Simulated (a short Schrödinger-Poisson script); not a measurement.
Gated In0.52Al0.48As/In0.53Ga0.47As δ-doped gas in a quantum well

Structure: gated In0.52Al0.48As/In0.53Ga0.47As δ-doped gas in a quantum well, at 20 K.

| layer | material | thickness (nm) | Na (cm⁻³) |
|---|---|---|---|
| 1 | In0.52Al0.48As | 20 | - |
| 2 | In0.52Al0.48As | 2 | - |
| 3 | In0.53Ga0.47As | 15 | - |
| 4 | In0.52Al0.48As | 4000 | 1e15 |

Constants are typed, rounded textbook-type inputs, not results; the design itself was drawn at random and stands for no fabricated device. In0.52Al0.48As: permittivity 12.5, conduction-band edge (eV) 0.52, gap (eV) 1.45, electron mass (mₑ) 0.075, Nv at 300 K (cm⁻³) 1.1e19. In0.53Ga0.47As: permittivity 13.9, conduction-band edge (eV) 0, gap (eV) 0.74, Nv at 300 K (cm⁻³) 7.7e18.

Channel valleys (confinement mass, in-plane density-of-states mass, number): Γ 0.041, 0.041, 1. At the gate the conduction-band edge of layer 1 lies 0.65 eV − eVg above the Fermi level of the channel; the field vanishes at the back. Sheet of ionised δ-doping: +4.4e12 e/cm² at 20 nm from the gate. The barrier under the gate holds no holes. Gaps are held at their typed values at every temperature. Mesh 0.08 nm at interfaces.

Solved with a short Schrödinger-Poisson script written for these runs: 1D Poisson equation in equilibrium, electrons quantum, Hartree (BenDaniel-Duke, 40 states a valley, the channel's in-plane mass for all, wave functions free to enter the barrier), parabolic valleys, classical holes, full ionisation, no traps, pinning or gate leakage.

| Vg (V) | electrons (cm⁻²) | in the channel layer | C (μF/cm²) | Γ E0 (meV) | Γ E1 (meV) |
|---|---|---|---|---|---|
| 0.4 | 3.66e12 | 3.49e12 | 0.424 | -161.3 | -52.6 |
| 0.3 | 3.40e12 | 3.25e12 | 0.422 | -151.8 | -46.8 |
| 0.2 | 3.14e12 | 3.01e12 | 0.421 | -142.3 | -40.9 |
| 0.1 | 2.88e12 | 2.77e12 | 0.419 | -132.9 | -35.0 |
| 0 | 2.61e12 | 2.52e12 | 0.417 | -123.6 | -29.1 |
| -0.1 | 2.35e12 | 2.28e12 | 0.416 | -114.4 | -23.1 |
| -0.2 | 2.10e12 | 2.04e12 | 0.414 | -105.4 | -17.0 |
| -0.3 | 1.84e12 | 1.79e12 | 0.412 | -96.5 | -10.9 |
| -0.4 | 1.58e12 | 1.55e12 | 0.410 | -87.7 | -4.5 |
| -0.5 | 1.33e12 | 1.31e12 | 0.389 | -77.5 | 3.9 |
| -0.6 | 1.09e12 | 1.07e12 | 0.382 | -63.7 | 17.0 |
| -0.7 | 8.55e11 | 8.42e11 | 0.379 | -49.9 | 30.2 |
| -0.8 | 6.20e11 | 6.12e11 | 0.375 | -36.2 | 43.5 |
| -0.9 | 3.88e11 | 3.84e11 | 0.370 | -22.7 | 57.0 |
| -1 | 1.59e11 | 1.57e11 | 0.365 | -9.3 | 70.7 |

Gate voltages with under 1e6 electrons/cm² are left out.

Subbands count from the Fermi level.

Above a few 1e12 electrons/cm² a light Γ valley is non-parabolic and upper valleys begin to fill, which the model leaves out.
